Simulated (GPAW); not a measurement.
A self-consistent single point of KRb₃ (P1, 4 atoms in the cell) with GPAW.

Level of theory: PBEsol, GPAW PAW datasets PBEsol (made by gpaw-setup) (plane waves; GPAW).

The change in words: lattice scaled by 0.98. Reference geometry:
```xyz
4
Lattice="7.1415 0.0000 0.0000 0.0000 7.1415 0.0000 0.0000 0.0000 7.1415" Properties=species:S:1:pos:R:3 pbc="T T T"
K     -0.0766     0.0254     0.0640
Rb     0.0757     3.5665     3.4658
Rb     3.5225    -0.0339     3.5681
Rb     3.6199     3.5835     0.0436
```

Reference input (self-consistent single point, DFT PBEsol, plane waves, GPAW PAW datasets PBEsol (made by gpaw-setup)): mode = pw; ecut = 550 eV; xc = PBEsol; kpts = 3 3 3; mesh shift (steps) = 0 0 0; occupations.name = fermi-dirac; occupations.width = 0.05 eV; nbands = -12; symmetry.symmorphic = false; symmetry.tolerance = 0.0005; maxiter = 100. This run's input differs from it in these lines:

```diff
@@ -5,9 +5,9 @@
 atoms = Atoms(['K', 'Rb', 'Rb', 'Rb'],
-              cell=[[7.141490, 0.000000, 0.000000],
-                    [0.000000, 7.141490, 0.000000],
-                    [0.000000, 0.000000, 7.141490]],
-              positions=[[-0.076642, 0.025417, 0.064031],
-                         [0.075743, 3.566460, 3.465765],
-                         [3.522504, -0.033879, 3.568103],
-                         [3.619886, 3.583500, 0.043599]],
+              cell=[[6.998660, 0.000000, 0.000000],
+                    [0.000000, 6.998660, 0.000000],
+                    [0.000000, 0.000000, 6.998660]],
+              positions=[[-0.075110, 0.024908, 0.062750],
+                         [0.074228, 3.495131, 3.396450],
+                         [3.452054, -0.033202, 3.496740],
+                         [3.547488, 3.511830, 0.042727]],
               pbc=True)
```

Log, with long lists cut:

```
     iter     time        total  log10-change:
                         energy   eigst   dens
iter:   1 --:--:--    -4.819006
iter:   2 --:--:--    -4.730800   -2.10  -1.33
iter:   3 --:--:--    -4.136189   -1.56  -1.37
iter:   4 --:--:--    -4.140089   -3.10  -1.79
iter:   5 --:--:--    -4.164250   -2.87  -1.81
iter:   6 --:--:--    -4.145228   -3.27  -2.19
iter:   7 --:--:--    -4.144855   -4.45  -2.76
iter:   8 --:--:--    -4.144888c  -5.12  -3.08
iter:   9 --:--:--    -4.144862c  -5.23  -3.30
iter:  10 --:--:--    -4.144848c  -6.19  -3.33
iter:  11 --:--:--    -4.144846c  -6.84  -3.71
iter:  12 --:--:--    -4.144844c  -7.70c -3.88
iter:  13 --:--:--    -4.144843c  -8.30c -3.96
iter:  14 --:--:--    -4.144843c  -8.69c -4.05c
Converged after 14 iterations.

Dipole moment: (0.053214, 0.372141, -4.868259) |e|*Ang

Energy contributions relative to reference atoms: (reference = -259519.220718)

Kinetic:         +0.219618
Potential:       +1.005495
External:        +0.000000
XC:              -4.584546
Entropy (-ST):   -0.043577
Local:           -0.763622
SIC:             +0.000000
--------------------------
Free energy:     -4.166632
Extrapolated:    -4.144843

Showing only first 2 kpts
 Kpt  Band  Eigenvalues  Occupancy
  0    16     -0.91146    2.00000
  0    17      1.68392    0.00001
  0    18      1.86420    0.00000
  0    19      1.86492    0.00000

  1    16     -0.49628    2.00000
  1    17      0.62950    1.99970
  1    18      2.06901    0.00000
  1    19      2.23757    0.00000

Fermi level: 1.06926

No gap
No difference between direct/indirect transitions
Energy (eV): -4.144843

Forces in eV/Ang:
  0 K     0.02622   -0.00767   -0.03783
  1 Rb   -0.03056   -0.00115    0.05399
  2 Rb    0.01826    0.01552    0.02078
  3 Rb   -0.01347   -0.00671   -0.03861

Stress tensor:
     0.000404    -0.000007    -0.000013
    -0.000007     0.000366    -0.000015
    -0.000013    -0.000015     0.000433
Stress (GPa, Voigt): [ 0.0647  0.0586  0.0694 -0.0025 -0.0021 -0.0011]
```

The run converged in 14 iterations. GPAW prints stress with tension positive. Against the reference run the free energy goes down by 4.7 meV/atom, the pressure goes from -0.21 to -0.06 GPa and the largest force goes from 0.054 to 0.062 eV/Å.

The starting cell comes from a database of computed structures (which also holds hypothetical and non-ambient phases and stackings), without a prior relaxation at this level. Its atoms were displaced at random from the sites of space group no. 221. For this run, on top of that: lattice scaled by 0.98.

Cost on one core of a shared machine: roughly 40 s.
